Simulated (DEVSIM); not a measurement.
Device: illuminated Si p-on-n cell, one wavelength, with a back-surface field, at 300 K.

Layer 1 from the left is Si, thickness (μm) 0.0760, Na (cm⁻³) 2e18, τn (s) 2.1e-5, τp (s) 5.9e-5, absorption coefficient (cm⁻¹) 290. Layer 2 from the left is Si, thickness (μm) 130, Nd (cm⁻³) 3e15, τn (s) 0.00073, τp (s) 0.00073, absorption coefficient (cm⁻¹) 290. Layer 3 from the left is Si, thickness (μm) 1.60, Nd (cm⁻³) 8.2e18, τn (s) 0.00073, τp (s) 0.00073, absorption coefficient (cm⁻¹) 290.

Left contact: ohmic, minority electron recombination velocity 60 cm/s. Right contact: ohmic, minority hole recombination velocity 9e5 cm/s. Voltage is applied to the left contact. Recombination: SRH at mid-gap, radiative, Auger. Gap narrowing is on: ΔEg = 6.92 meV × (l + √(l² + 0.5)), l = ln(N/1.3e17 cm⁻³), shared equally by both band edges. Light enters at the left, 2.4e17 photons cm⁻² s⁻¹, one pass, no reflection. Mobility is μmin + (μ − μmin)/(1 + (N/Nref)^α).

Constants are typed, rounded textbook-type inputs, not results; the design itself was drawn at random and stands for no fabricated device. Values at 300 K.

Si: gap (eV) 1.124, affinity (eV) 4.05, permittivity 11.7, Nc (cm⁻³) 2.86e19, Nv (cm⁻³) 3.1e19, μn (cm²/Vs) 1417, μp (cm²/Vs) 470, μn,min 52, μp,min 45, Nref,n 9.7e16, Nref,p 2.2e17, αn 0.68, αp 0.72, B (cm³/s) 4.7e-15, Cn (cm⁶/s) 2.8e-31, Cp (cm⁶/s) 9.9e-32.

Model (solved in DEVSIM): 1D drift-diffusion, Boltzmann statistics, complete ionisation; no tunnelling, impact ionisation, image-force lowering or self-heating.

Dark forward current:

| |V| (V) | |J| (A/cm²) |
|---|---|
| 0.05 | 1.344e-11 |
| 0.10 | 5.752e-11 |
| 0.15 | 2.421e-10 |
| 0.20 | 1.191e-9 |
| 0.25 | 6.846e-9 |
| 0.30 | 4.340e-8 |
| 0.35 | 2.889e-7 |
| 0.40 | 1.966e-6 |
| 0.45 | 1.350e-5 |
| 0.50 | 9.298e-5 |
| 0.55 | 0.0006353 |
| 0.60 | 0.004153 |
| 0.65 | 0.02510 |
| 0.70 | 0.1486 |
| 0.75 | 0.8482 |
| 0.80 | 4.341 |
| 0.85 | 19.34 |
| 0.90 | 78.08 |
| 0.95 | 278.1 |
| 1.00 | 738.7 |
| 1.05 | 1471 |
| 1.10 | 2428 |

Problem. Work out the local ideality factor n = ΔV / (kT/q · ln(J2/J1)) between the rows 0.15 and 0.20 V, 0.45 and 0.50 V, 1.05 and 1.10 V.

Solution. kT/q = 25.85 mV. From 0.15 to 0.20 V: ln(1.191e-9/2.421e-10) = 1.593, n = 1.21. From 0.45 to 0.50 V: ln(9.298e-5/1.350e-5) = 1.930, n = 1.00, near the 1 of diffusion or emission over a barrier. From 1.05 to 1.10 V: ln(2428/1471) = 0.501, n = 3.86.

Problem. What current could the absorbed light give at most, and what share is collected?

Solution. Σ αd = 3.82, so qΦ(1 − exp(−Σ αd)) = 37.6 mA/cm². The simulated short-circuit current is 37.06 mA/cm², a share of 0.99.

Problem. Estimate the open-circuit voltage by superposition: the voltage at which the dark current equals that short-circuit current.

Solution. Interpolating ln J in the table gives 0.661 V. The simulation gives 0.661 V, the same within the digits that matter. Superposition holds where collection doesn't change with voltage.

Problem. Estimate the fill factor from FF0 = (v − ln(v + 0.72))/(v + 1), v = qVoc/(nkT), with n from the dark curve.

Solution. The rows about Voc, 0.65 and 0.70 V, give n = 1.09, so v = 23.5 and FF0 = 0.829. The simulation gives 0.832, the same within the digits that matter.
